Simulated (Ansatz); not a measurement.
Candidates (primitive cells; geometry: cell and atoms relaxed with PBEsol):
A. ZnS (F-43m), a = b = c = 3.7877 Å, α = β = γ = 60.00°
B. InP (F-43m), a = 4.157 Å, b = 4.157 Å, c = 4.157 Å, α = 60.00°, β = 60.00°, γ = 60.00°
C. ZnSe (F-43m), a = b = c = 3.983 Å, α = β = γ = 60.00°
D. GaP (F-43m), a = 3.846 Å, b = 3.846 Å, c = 3.846 Å, α = 60.00°, β = 60.00°, γ = 60.00°

Put the candidates in order of electron conductivity mass, highest first, for r2SCAN, rigid bands run with Ansatz (a first-principles code).

D (0.34 mₑ), A (0.21 mₑ), C (0.136 mₑ), B (0.089 mₑ)

Masses are for dilute carriers at 300 K, harmonic means over directions unless an axis is named. Spin-orbit coupling is left out.
